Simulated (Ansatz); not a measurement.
**GaP, response to strain**

The parent structure is GaP in the zinc blende structure (space group F-43m, No. 216).

```xyz
2
Lattice="0.0000 2.7195 2.7195 2.7195 0.0000 2.7195 2.7195 2.7195 0.0000" Properties=species:S:1:pos:R:3 pbc="T T T"
P      4.0792     4.0792     4.0792
Ga     0.0000     0.0000     0.0000
```

Cartesian axes are those of the cell as printed.

Strains are applied to the cell and any free atomic positions relax; under biaxial strain the out-of-plane vector relaxes too; under stress the whole cell relaxes.

Level of theory: PBEsol (Ansatz, an electronic-structure program; PAW; 420 eV plane waves; no spin-orbit coupling), earlier PAW set.

Notes on the quantities. pressure: mean of the normal stresses, compression positive; energy relative to the base: free energy F.

| change | smallest direct gap | pressure | gap character | energy relative to the base | electron mass |
|---|---|---|---|---|---|
| base | 1.80 eV | 0.00 GPa | indirect, Γ → Γ–X (87 % along) | 0 meV/atom | 1.1 mₑ along k, 0.23 mₑ across (off the special points) |
| biaxial strain +3.58 %, plane normal [001], relaxed out of plane | 1.24 eV | -2.97 GPa | indirect, Γ → Γ–M (81 % along) | +21 meV/atom | 0.88 mₑ along k, 0.23 mₑ across (off the special points) |
| biaxial strain +4.58 %, plane normal [110], relaxed out of plane | 0.82 eV | -4.96 GPa | indirect, Γ → R | +46 meV/atom | 1.7 mₑ along k, 0.12 mₑ across (at R) |
| biaxial strain −3.68 %, plane normal [111], relaxed out of plane | 1.80 eV | 5.47 GPa | indirect, Γ → F | +36 meV/atom | – |
| isotropic strain −4.47 % | 2.95 eV | 15.76 GPa | – | +112 meV/atom | 1.4 mₑ along k, 0.21 mₑ across (off the special points) |
| isotropic strain +1.55 % | – | -3.53 GPa | direct at Γ | +11 meV/atom | 0.091 mₑ (at Γ) |
| uniaxial strain ε_xx = −0.48 % | 1.82 eV | 0.41 GPa | indirect, Γ → Γ–M (87 % along) | +0.2 meV/atom | 1.1 mₑ along k, 0.23 mₑ across (off the special points) |
| uniaxial strain ε_yy = +3.02 % | 1.49 eV | -2.38 GPa | indirect, Γ → Γ–X (87 % along) | +7.5 meV/atom | 1.0 mₑ along k, 0.23 mₑ across (off the special points) |
| uniaxial strain ε_zz = −0.62 % | 1.82 eV | 0.53 GPa | indirect, Γ → Γ–M (87 % along) | +0.3 meV/atom | 1.1 mₑ along k, 0.23 mₑ across (off the special points) |
| uniaxial stress, 3 GPa tension along z | 1.61 eV | – | indirect, Γ → Γ–X (87 % along) | +5.4 meV/atom | 1.0 mₑ along k, 0.23 mₑ across (off the special points) |

A biaxial case was relaxed in a doubled cell and then solved in the primitive one. Masses are band curvatures over ±0.01 Å⁻¹ around the edge. Along k means along the line from Γ to the band edge. Beyond what the load breaks, stability against distortions was not tested. k-point labels follow each cell's own Brillouin zone.
